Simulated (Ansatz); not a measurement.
Mg₂F (model structure, started from the Ca2N type, R-3m, No. 166, 3 atoms in the cell), treated with LDA in Ansatz (PAW).

Run with plane-wave cutoff 520 eV, 20×20×20 k mesh, Fermi–Dirac smearing 0.05 eV, scalar-relativistic PAW data made under PBE.

Cell (relaxed at this level):

```cif
data_FMg2
_chemical_formula_sum 'Mg2 F1'
_space_group_name_H-M_alt 'P 1'
_space_group_IT_number 1
_cell_length_a 5.92938
_cell_length_b 5.92938
_cell_length_c 5.92938
_cell_angle_alpha 30.363
_cell_angle_beta 30.363
_cell_angle_gamma 30.363
loop_
_space_group_symop_operation_xyz
  'x, y, z'
loop_
_atom_site_label
_atom_site_type_symbol
_atom_site_fract_x
_atom_site_fract_y
_atom_site_fract_z
_atom_site_occupancy
Mg1 Mg 0.75989 0.75989 0.75989 1
Mg2 Mg 0.24011 0.24011 0.24011 1
F1 F 0.00000 0.00000 0.00000 1
```

Problem. What does this level give for the bulk modulus B0?

Solution. 
- bulk modulus B0: 53.0 GPa

The run finds no gap.

Note: the bulk modulus is −V dP/dV from two relaxed cells at ±2 % in volume; the relaxation could raise the start's symmetry but not lower it, so the cell can be a saddle point.

Static lattice: no zero-point or thermal effects.

It cost around 6 core-minutes (rough) of CPU time.

A model structure was made by putting elements into a prototype or built by hand; it is no filed structure, need not be a known phase, and can be a saddle point held by its symmetry.

Ansatz is a program for electronic structure.
